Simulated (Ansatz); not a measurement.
A zone-centre phonon calculation of NiTe2 (P-3m1, 3 atoms in the cell) with Ansatz (a quantum-chemistry and plane-wave program).

Method of the run: LDA (PW92), default PAW files made with PBE (plane waves; Ansatz).

```
NiTe2
1.0
    3.88675     0.00000     0.00000
   -1.94337     3.36602     0.00000
    0.00000     0.00000     5.38866
Ni Te
1 2
Direct
  0.00000   0.00000   0.00000
  0.33333   0.66667   0.24192
  0.66667   0.33333   0.75808
```

Reference input (self-consistent single point, DFT, LDA (PW92), plane waves, default PAW files made with PBE): basis.ecutwfc = 420 eV; kpoints.mp_grid.grid = 10 10 6; hamiltonian.xc = lda; hamiltonian.pseudopotentials = {kind: paw} (the program's default PAW files); scf.occupations.method = gaussian; scf.occupations.width = 0.1 eV. This run's input differs from it in these lines:

Ansatz 0.2 input:
```diff
@@ -18,7 +18,5 @@
 scf:
-  occupations: { method: gaussian, width: 0.1 eV }
-output:
-  forces: true
-  eigenvalues: true
-  stress: true
+  occupations: { method: gaussian, width: 0.2 eV }
+phonons:
+  method: dfpt
```

Output (repeated stretches shortened):

```
SCF iter   1: F=—  HF=-19428.489021 eV  |F-HF|=—  |Δ(HF+E_count)|=         —  Δρ=1.26e-2  dr2=5.77e-2  ethr=1.77e-3  ⟨swp⟩=5.7  Hψ=20652  notcnv=0
all-band conjugate gradients solve this SCF's bands
preconditioner: auto → LDOS
SCF iter   2: F=—  HF=-19428.490264 eV  |F-HF|=—  |Δ(HF+E_count)|=   1.24e-3  Δρ=1.20e-2  dr2=5.58e-2  ethr=1.15e-4  ⟨swp⟩=2.0  Hψ=11358  notcnv=0  defer=1
   [... lines left out ...]
SCF iter   8: F=—  HF=-19428.480618 eV  |F-HF|=—  |Δ(HF+E_count)|=   9.34e-9  Δρ=3.76e-6  dr2=4.34e-9  ethr=2.86e-10  ⟨swp⟩=1.2  Hψ=5216  notcnv=0  defer=1
SCF iter   9: F=—  HF=-19428.480618 eV  |F-HF|=—  |Δ(HF+E_count)|=  8.77e-10  Δρ=1.29e-6  dr2=9.88e-10  ethr=8.68e-12  ⟨swp⟩=2.0  Hψ=7052  notcnv=0  defer=1
SCF iter  10: F=—  HF=-19428.480618 eV  |F-HF|=—  |Δ(HF+E_count)|=  5.46e-11  Δρ=3.55e-7  dr2=6.84e-11  ethr=1.98e-12  ⟨swp⟩=1.0  Hψ=5125  notcnv=0  defer=1
SCF iter  11: F=-19428.480618 eV  HF=-19428.480618 eV  |F-HF|=7.28e-12  |Δ(HF+E_count)|=  7.28e-12  Δρ=6.20e-8  dr2=2.88e-12  ethr=1.00e-12  ⟨swp⟩=6.9  Hψ=25408  notcnv=0
SCF 1 converged in 11 iterations: F = -19428.480618 eV  dr2 = 2.88e-12
DFPT response loops at Γ: preconditioner auto → Kerker (q_TF=auto, 2.576 Å⁻¹) (partly filled bands, converged f_vac=0.016) …
Free energy (F): -19428.480618 eV
Internal energy: -19428.444145 eV  (E = F + TS)
E sigma→0 (E₀):  -19428.462381 eV
Entropy (-TS):   -0.036474 eV (-12.158 meV/atom)
Fermi energy:    11.427365 eV
--- Phonons (Γ-DFPT): 4 representative perturbations + reference, on 172 of 600 k-points (Σ response iterations 14) ---
  k mesh reduced under 2 symmetry operations, with k and −k counted as one. Each operation leaves every solved perturbation unchanged …
  ASR residual: 4.512e-5 → 0.000e0 eV/Å²; symmetrization residual: 4.642e-5 eV/Å²
  ASR residual per site (eV/Å²): 4.51e-5 4.50e-6 4.50e-6
  Γ frequencies (cm⁻¹): 0.00 0.00 0.00 73.28 73.28 128.73 195.14 200.60 200.60
  non-analytic LO–TO correction: not included (Born effective charges unavailable; polar crystals: no LO–TO splitting at Γ)
```

The run converged in 11 iterations. 

Summary of the result:
- Free energy E − TS (on the zero of these files) = -19428.4806 eV
- Fermi level (on the code's own zero) = 11.43 eV
- Zone-centre frequencies (cm⁻¹; negative means imaginary) = 0, 0, 0, 73, 73, 129, 195, 201, 201

The starting cell comes from a database of computed structures (which also holds hypothetical and non-ambient phases and stackings), without a prior relaxation at this level. Its lattice was rescaled by up to half a per cent. Spin-orbit coupling is off. Spin polarisation is off, so a magnetic state, if there is one, cannot be reached.

Cost on one core of a shared machine: roughly 3 min.
